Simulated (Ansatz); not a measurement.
Worked example: self-consistent single point of CaV4O10 (P1, 15 atoms in the cell) in Ansatz (a program for electronic structure).

Level of theory: LDA (PW92)+U, default PAW files made with PBE (plane waves; Ansatz).

```
CaV4O10
1.0
   11.34941     0.00000     0.00000
    0.00000     1.85715     5.67090
    0.00000    -1.85715     5.67090
Ca V O
1 4 10
Direct
  0.49871   0.90555   0.89159
  0.34837   0.20131   0.20101
  0.65408   0.20055   0.20190
  0.14832   0.78093   0.79864
  0.84824   0.79625   0.78229
  0.99613   0.72770   0.73466
  0.50016   0.29463   0.27943
  0.82267   0.25325   0.24623
  0.17868   0.25763   0.24332
  0.67784   0.75558   0.76017
  0.32198   0.74791   0.77066
  0.37159   0.05077   0.06787
  0.62847   0.04819   0.06592
  0.13817   0.93900   0.92503
  0.86659   0.93620   0.92674
```
Moments meant for the start (each program seeds them in its own way; μB, in the order of the atoms Ca V V V V O O O O O O O O O O): 0.0 2.0 2.0 0.0 0.0 0.0 0.0 0.0 0.0 0.0 0.0 0.0 0.0 0.0 0.0.

Reference input (self-consistent single point, DFT, LDA (PW92)+U, plane waves, default PAW files made with PBE): basis.ecutwfc = 420 eV; kpoints.mp_grid.grid = 2 5 5; kpoints.mp_grid.shift = 0.5 0.5 0.5; hamiltonian.xc = lda; hamiltonian.pseudopotentials = {kind: paw} (the program's default PAW files); hamiltonian.hubbard.sites = [{species: V, l: d, u_eff: 3.25}] eV; magnetization.spin_polarized = true; scf.occupations.method = gaussian; scf.occupations.width = 0.02 eV. This run's input differs from it in these lines:

Ansatz 0.2 input:
```diff
@@ -23,3 +23,3 @@
 basis:
-  ecutwfc: 420.0
+  ecutwfc: 250.0
 kpoints:
```

Output, abridged:

```
SCF iter   1: F=—  HF=-18751.043763 eV  |F-HF|=—  |Δ(HF+E_count)|=         —  Δρ=1.05e-1 (↑1.05e-1 ↓8.27e-2)  dr2=2.23e2  dr2_m=9.19e-1  M=5.130 μB ∫|m|=6.043 μB  β_m=1.00  ethr=3.10e-3  ⟨swp⟩=11.6  Hψ=19713  notcnv=0
all-band conjugate gradients solve this SCF's bands
preconditioner: auto → Kerker (q_TF=auto, 2.439 Å⁻¹)
spin=Collinear: Kerker preconditioning applied to the charge; magnetization (m = ρ↑ − ρ↓) channel mixes plain (no charge-response kernel on spin).
   [... lines left out ...]
SCF iter  20: F=—  HF=-18739.005381 eV  |F-HF|=—  |Δ(HF+E_count)|=   1.13e-8  Δρ=5.23e-6 (↑5.23e-6 ↓4.56e-6)  dr2=1.92e-7  dr2_m=1.46e-8  M=2.000 μB ∫|m|=2.612 μB  β_m=0.54  ethr=5.90e-10  ⟨swp⟩=2.0  Hψ=4926  notcnv=0  defer=520
SCF iter  21: F=-18739.005381 eV  HF=-18739.005381 eV  |F-HF|=5.89e-8  |Δ(HF+E_count)|=   7.14e-9  Δρ=3.01e-6 (↑2.78e-6 ↓3.01e-6)  dr2=8.19e-8  dr2_m=5.17e-9  M=2.000 μB ∫|m|=2.612 μB  ethr=8.20e-11  ⟨swp⟩=10.8  Hψ=17000  notcnv=0
SCF 1 converged in 21 iterations: F = -18739.005381 eV  dr2 = 8.19e-8
WARN: an SCF from antiferromagnetic starting moments (0.00, -2.00, 2.00, 0.00, 0.00, 0.00, 0.00, 0.00, 0.00, 0.00, 0.00, 0.00, 0.00, 0.00, 0.00 Bohr magnetons, …
Magnetization: 2.0000 μB (62.0000 up, 60.0000 down)
   [... lines left out ...]
Absolute magnetization: 2.6178 μB (∫|ρ↑−ρ↓|, with the PAW one-centre terms)
Free energy (F): -18739.005381 eV
Fermi energy:    4.209526 eV
   [... lines left out ...]
--- Stress (GPa, compression-positive) ---
      -13.417984       0.112342      -0.735005
        0.112340     -11.262973      -0.203582
       -0.735005      -0.203581     -10.316581
  P = ⅓ Tr σ = -11.6658 GPa (-116.658 kbar)
  The stress holds the Pulay correction. Without it, at fixed plane waves, as pw.x and ABINIT print it: P = -89.6968 GPa
Occupation matrices written to occupation_matrices
```

The run converged in 21 iterations. 

The starting cell comes from a database of computed structures (which also holds hypothetical and non-ambient phases and stackings), without a prior relaxation at this level. Its atoms were displaced at random from the sites of space group no. 38. The magnetic order is the one reached from the typed start; others were not searched systematically. With U or open f shells several self-consistent states can exist. The program warned that, by what it read of turns of the moments, another magnetic order lies lower. Forces in this geometry exceed 1 eV/Å. Ansatz's pressure includes its estimate of the finite-basis (Pulay) stress. Without the estimate this run gives -89.70 GPa. The cutoff lies below the one recommended for these files.

These are the values that this program gave, and no reference: magnets with a U can end in a higher state.

Cost on one core of a shared machine: roughly 70 s.
